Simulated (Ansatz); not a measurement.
Electronic density of states of amorphous Si24O49Mg, density 2.22 g/cm³, on a 2×2×2 Γ-centred mesh with a Gaussian width of 0.1 eV; energies count from the Fermi level, whose place inside the gap is arbitrary. Cell and mesh are small, so fine structure isn't converged. All values below come from PBE, scalar-relativistic without spin-orbit coupling (plane waves to 420 eV, PAW; Ansatz, an electronic-structure program). Sampling: a 2×2×2 Γ-centred mesh; Fermi-Dirac width 0.02 eV; no spin polarisation. At PBE the levels at the filled edge of the gap are localised (band-tail or defect states), and the nearest spread-out levels lie 5.2 eV apart at the zone centre.

The cell was made by melting and quenching with the CHGNet potential and then relaxed with DFT. O atoms were pushed apart under 1.9 Å during the dynamics, to hinder bonds among them. The hot cell started wider than the set density and was brought back towards it in steps. It is the lowest in DFT energy of 2 quenches. It is a model cell: composition and starting density were chosen by hand, and all elements were melted together. No dispersion term was used. Its density started from a set value of 2.22 and ended at 2.22 g/cm³. The quench (nominally 480 K/ps over its main leg) was far faster than any real one, so the model tends to hold more defects than a real film. One small periodic cell is one sample of the glass; other quenches scatter about these values. The volume was held where the preparation left it and the shape relaxed, at a PBE pressure of 0.8 GPa. Stress components on the final sampling reach 0.8 GPa.

(E - EF (eV), states/(eV atom)): (-12.00, 0.08); (-11.90, 0.10); (-11.80, 0.16); (-11.70, 0.14); (-11.60, 0.12); (-11.50, 0.16); (-11.40, 0.18); (-11.30, 0.19); (-11.20, 0.23); (-11.10, 0.23); (-11.00, 0.17); (-10.90, 0.13); (-10.80, 0.12); (-10.70, 0.16); (-10.60, 0.23); (-10.50, 0.23); (-10.40, 0.26); (-10.30, 0.23); (-10.20, 0.17); (-10.10, 0.19); (-10.00, 0.19); (-9.90, 0.16); (-9.80, 0.12); (-9.70, 0.16); (-9.60, 0.18); (-9.50, 0.18); (-9.40, 0.19); (-9.30, 0.24); (-9.20, 0.26); (-9.10, 0.25); (-9.00, 0.19); (-8.90, 0.21); (-8.80, 0.33); (-8.70, 0.37); (-8.60, 0.42); (-8.50, 0.47); (-8.40, 0.46); (-8.30, 0.55); (-8.20, 0.64); (-8.10, 0.62); (-8.00, 0.51); (-7.90, 0.35); (-7.80, 0.32); (-7.70, 0.37); (-7.60, 0.41); (-7.50, 0.27); (-7.40, 0.08); (-7.30, 0.01); (-7.20, 0.09); (-7.10, 0.29); (-7.00, 0.40); (-6.90, 0.39); (-6.80, 0.32); (-6.70, 0.17); (-6.60, 0.21); (-6.50, 0.31); (-6.40, 0.38); (-6.30, 0.39); (-6.20, 0.37); (-6.10, 0.41); (-6.00, 0.47); (-5.90, 0.55); (-5.80, 0.61); (-5.70, 0.71); (-5.60, 0.82); (-5.50, 0.79); (-5.40, 0.74); (-5.30, 0.75); (-5.20, 0.69); (-5.10, 0.79); (-5.00, 0.86); (-4.90, 0.83); (-4.80, 0.81); (-4.70, 0.79); (-4.60, 0.88); (-4.50, 0.91); (-4.40, 0.92); (-4.30, 0.95); (-4.20, 0.88); (-4.10, 0.78); (-4.00, 0.79); (-3.90, 0.73); (-3.80, 0.70); (-3.70, 0.78); (-3.60, 0.81); (-3.50, 0.86); (-3.40, 0.76); (-3.30, 0.46); (-3.20, 0.35); (-3.10, 0.34); (-3.00, 0.39); (-2.90, 0.34); (-2.80, 0.16); (-2.70, 0.13); (-2.60, 0.12); (-2.50, 0.04); (-2.40, 0.13); (-2.30, 0.27); (-2.20, 0.11); (-2.10, 0.01); (-2.00, 0.00); (-1.90, 0.00); (-1.80, 0.00); (-1.70, 0.00); (-1.60, 0.00); (-1.50, 0.00); (-1.40, 0.00); (-1.30, 0.00); (-1.20, 0.00); (-1.10, 0.00); (-1.00, 0.00); (-0.90, 0.00); (-0.80, 0.00); (-0.70, 0.00); (-0.60, 0.00); (-0.50, 0.00); (-0.40, 0.00); (-0.30, 0.00); (-0.20, 0.00); (-0.10, 0.00); (0.00, 0.00); (0.10, 0.00); (0.20, 0.00); (0.30, 0.00); (0.40, 0.00); (0.50, 0.00); (0.60, 0.00); (0.70, 0.00); (0.80, 0.00); (0.90, 0.00); (1.00, 0.00); (1.10, 0.00); (1.20, 0.00); (1.30, 0.00); (1.40, 0.00); (1.50, 0.00); (1.60, 0.00); (1.70, 0.00); (1.80, 0.00); (1.90, 0.00); (2.00, 0.00); (2.10, 0.00); (2.20, 0.02); (2.30, 0.01); (2.40, 0.00); (2.50, 0.01); (2.60, 0.03); (2.70, 0.04); (2.80, 0.02); (2.90, 0.05); (3.00, 0.10); (3.10, 0.06); (3.20, 0.03); (3.30, 0.05); (3.40, 0.08); (3.50, 0.07); (3.60, 0.08); (3.70, 0.10); (3.80, 0.06); (3.90, 0.07); (4.00, 0.14); (4.10, 0.10); (4.20, 0.09); (4.30, 0.18); (4.40, 0.23); (4.50, 0.18); (4.60, 0.16); (4.70, 0.17); (4.80, 0.19); (4.90, 0.24); (5.00, 0.27); (5.10, 0.26); (5.20, 0.28); (5.30, 0.30); (5.40, 0.34); (5.50, 0.35); (5.60, 0.40); (5.70, 0.43); (5.80, 0.48); (5.90, 0.56); (6.00, 0.59); (6.10, 0.57)

The level gap on this mesh is 4.53 eV; the broadening fills part of it in the curve.
